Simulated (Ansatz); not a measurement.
Defect calculation: Na interstitial in rock-salt NaCl

Method: PBE, PAW (plane waves to 420 eV; Ansatz, a program for electronic structure). A supercell of 64 sites (2×2×2 repeats of a cell of 8 atoms) was used; the energies come from a 2×2×2 shifted sampling of its zone. Site at the start: void with 4Cl4Na nearest. Finite-size correction: monopole term and site-potential alignment. Dielectric constants: PBE linear response of the host. Host gap at this level: 4.99 eV. Finite-size and sampling errors can reach tenths of an eV here. The semilocal functional narrows the gap, so deep levels can fall outside it. Spin–orbit coupling is left out. Each state is the lowest found from its start.

Formation energies E_f are given with the Fermi level at the valence-band maximum. Chemical conditions: Cl-rich (Δμ(Na) = -3.70 eV; only phases computed here count, gases as isolated molecules at 0 K); Na-rich (Δμ(Na) = 0.00 eV; only phases computed here count, gases as isolated molecules at 0 K). Reference phases: Na: bcc Na.

The name describes the start; the neighbours show where the atoms ended.

Charges with a result: +1, 0. Others weren't obtained, and one of them could lie lower, also by skipping a charge.

```tsv
charge	moment (μB)	point group	largest move off a lattice site (Å)	neighbours of the last Na atom of the defect at the end (Å)	image correction with alignment (eV)	E_f, Cl-rich (eV)	E_f, Na-rich (eV)
+1	not spin-polarised	Td	0.46	Cl 2.52, Cl 2.52, Cl 2.52, Cl 2.52	0.38	1.16	-2.54
0*	fractional	–	0.47	Cl 2.55, Cl 2.55, Cl 2.55, Cl 2.55	–	–	–
```

* At this level the carrier isn't localised at the defect: at charge 0 electrons occupy the conduction band. Such a state is shallow or no state of the defect, and this cell gives it no level.

Point groups are those of the whole cell at tolerances of 0.03 and 0.1 Å ("near" where only the looser one holds); none is given for unsettled states.
